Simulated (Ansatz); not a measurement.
```
CELL_PARAMETERS angstrom
      3.59475     0.00000     0.00000
     -1.79737     3.11314     0.00000
      0.00000     0.00000    29.38130
ATOMIC_POSITIONS crystal
  Sn 0.00000 0.00000 0.00002
  C  0.00000 0.00000 0.07513
  Sn 0.66667 0.33333 0.10000
  C  0.66667 0.33333 0.17501
  Sn 0.33333 0.66667 0.19997
  C  0.33333 0.66667 0.27499
  Sn 0.00000 0.00000 0.29996
  C  0.00000 0.00000 0.37498
  Sn 0.66667 0.33333 0.39993
  C  0.66667 0.33333 0.47493
  Sn 0.33333 0.66667 0.49996
  C  0.33333 0.66667 0.57506
  Sn 0.66667 0.33333 0.60001
  C  0.66667 0.33333 0.67512
  Sn 0.33333 0.66667 0.69999
  C  0.33333 0.66667 0.77500
  Sn 0.00000 0.00000 0.79995
  C  0.00000 0.00000 0.87494
  Sn 0.66667 0.33333 0.89997
  C  0.66667 0.33333 0.97507
```

Level of theory: PBE (plane waves to 420 eV, PAW; Ansatz, a quantum-chemistry and plane-wave program). Scalar-relativistic, without spin–orbit coupling. Its k-point mesh 9×9×2, Fermi–Dirac width 0.01 eV.

Problem. Which polytype is this, and how does it compare with the cubic form?

Solution. SnC 10H (hcccchhcch), stacking ACBACBCBAC, hexagonality 40 %, space group P3m1 (a stacking that need not occur in nature); -1.0 meV/atom against 3C, layer spacing over a = 0.8173 (ideal 0.8165).
